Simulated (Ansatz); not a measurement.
Base system: ZnS in the wurtzite structure (space group P6_3mc, No. 186; a = 3.738 Å, c = 6.143 Å). Axes: x lies along a and z along c of the hexagonal cell.

Level of theory: LDA in Ansatz (plane waves to 420 eV, PAW, no spin-orbit coupling).

Strains are applied to the cell and any free atomic positions relax; under biaxial strain the out-of-plane vector relaxes too.

One change was made to it. Results:

```tsv
quantity	base	after
pressure (mean of the normal stresses, compression positive)	0.0 kbar	14.1 kbar
shortest interatomic distance	2.293 Å	2.279 Å
band gap	2.19 eV	2.19 eV
width of the top valence band	2.37 eV	2.47 eV
```

Task: Which change produced these results?
A) biaxial strain −1.80 %, plane normal [001], relaxed out of plane
B) biaxial strain −1.20 %, plane normal [001], relaxed out of plane
C) biaxial strain −0.60 %, plane normal [001], relaxed out of plane

Result: B, biaxial strain −1.20 %, plane normal [001], relaxed out of plane. For comparison, the pressure in the other runs: biaxial strain −0.60 %, plane normal [001], relaxed out of plane gives 6.9 kbar; biaxial strain −1.80 %, plane normal [001], relaxed out of plane gives 21.5 kbar.

Whether these cells are dynamically stable was not tested.

Ansatz is a first-principles code.
